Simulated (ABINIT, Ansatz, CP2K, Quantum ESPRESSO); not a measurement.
Code comparison for AlSn (P-6m2, 2 atoms in the cell)

Zone-centre phonon calculation.

```
AlSn
1.0
    4.19811     0.00000     0.00000
   -2.09905     3.63567     0.00000
    0.00000     0.00000     3.30685
Al Sn
1 1
Direct
  0.00000   0.00000   0.00000
  0.33333   0.66667   0.50000
```

Shared settings, as Ansatz (a program for electronic structure) writes them: kpoints.mp_grid.grid = 7 7 8; scf.occupations.method = gaussian; scf.occupations.width = 0.1 eV. Potentials and cutoffs stand in the table.

```json
[
 {"code": "CP2K", "model": "LDA (Pade form), GPW, DZVP-MOLOPT-SR-GTH basis, GTH-PADE potentials (GTH_POTENTIALS)", "highest zone-centre frequency (cm⁻¹)": "200", "cutoff": "grid 400 Ry"},
 {"code": "Ansatz", "model": "LDA (PW92), PAW files made with PBE", "highest zone-centre frequency (cm⁻¹)": "202", "cutoff": "default"},
 {"code": "ABINIT", "model": "LDA (PW92), norm-conserving pseudopotentials (PseudoDojo nc-sr-04 LDA standard)", "highest zone-centre frequency (cm⁻¹)": "202", "cutoff": "72 Ry"},
 {"code": "Quantum ESPRESSO", "model": "LDA (PZ), GBRV 1.5 ultrasoft (LDA) pseudopotentials", "highest zone-centre frequency (cm⁻¹)": "202", "cutoff": "40 Ry"}
]
```

The spread over the programs that give each value: highest zone-centre frequency within 2.0 cm⁻¹.

CP2K uses small atom-centred bases, whose incompleteness enters pressures, forces and empty levels differently from a plane-wave cutoff. The same LDA comes in different parametrisations, which differ slightly.

The starting cell comes from a database of computed structures (which also holds hypothetical and non-ambient phases and stackings), without a prior relaxation at this level.

Keys are those of Ansatz 0.2.
